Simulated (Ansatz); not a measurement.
Given:

```
CELL_PARAMETERS angstrom
      4.85966     0.00000     0.00000
      0.00000     4.85966     0.00000
      0.00000     0.00000     4.85966
ATOMIC_POSITIONS crystal
  Si 0.50000 0.50000 0.50000
  Si 0.00000 0.00000 0.00000
  Mo 0.00000 0.50000 0.25000
  Mo 0.00000 0.50000 0.75000
  Mo 0.25000 0.00000 0.50000
  Mo 0.75000 0.00000 0.50000
  Mo 0.50000 0.25000 0.00000
  Mo 0.50000 0.75000 0.00000
```

Level of theory: PBEsol, DFPT electron-phonon coupling, linearised Boltzmann equation (plane waves, PAW, scalar-relativistic; Ansatz, a first-principles code). How the cell was made: relaxed with this functional, without spin-orbit coupling.

### Question
Predict the intrinsic resistivity at 300 K.

### Answer
13.7 μΩ·cm.

### Question
And the electrons' mean free path at that temperature?

### Answer
7.6 nm, weighted by the current that each state carries. Wires not much wider than this gain resistivity from their walls.

A metal at this level (no band gap). Only scattering by harmonic phonons is included (no impurities, grain boundaries, electron-electron scattering or thermal expansion). Spin-orbit coupling is left out. Halving the electron mesh (20x20x20) moves the resistivity by up to 9 % at 300 K, the mean free path by up to 4 %. Smearing 0.20 eV; phonons on a 3x3x3 q mesh, which this run doesn't test.

Formula and space group known from diffraction (Crystallography Open Database), not checked to be the room-temperature form: Mo3Si (Pm-3n).
